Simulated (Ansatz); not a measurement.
**Nb: response to strain**

Consider Nb in the bcc (W type) structure (space group Im-3m, No. 229; relaxed with 0.1 eV smearing).

```
Nb
1.0
   -1.65574     1.65574     1.65574
    1.65574    -1.65574     1.65574
    1.65574     1.65574    -1.65574
Nb
1
Direct
  0.00000   0.00000   0.00000
```

Strains are applied to the cell and any free atomic positions relax.

Level of theory: DFT with PBE, PAW potentials and a 420 eV plane-wave cutoff in Ansatz (a program for electronic structure), scalar-relativistic without spin-orbit coupling.

Candidates:
(a) isotropic strain −2.50 %
(b) isotropic strain +2.50 %
(c) isotropic strain +2.00 %
(d) isotropic strain −1.50 %
(e) isotropic strain +1.50 %

Notes on the quantities. energy relative to the base: free energy F.

Problem. Order them by energy relative to the base, lowest first.

Solution. (e) isotropic strain +1.50 % (+19 meV/atom), (d) isotropic strain −1.50 % (+20 meV/atom), (c) isotropic strain +2.00 % (+33 meV/atom), (b) isotropic strain +2.50 % (+50 meV/atom), (a) isotropic strain −2.50 % (+58 meV/atom)

Stability against distortions was not tested. All final runs are without spin polarisation.
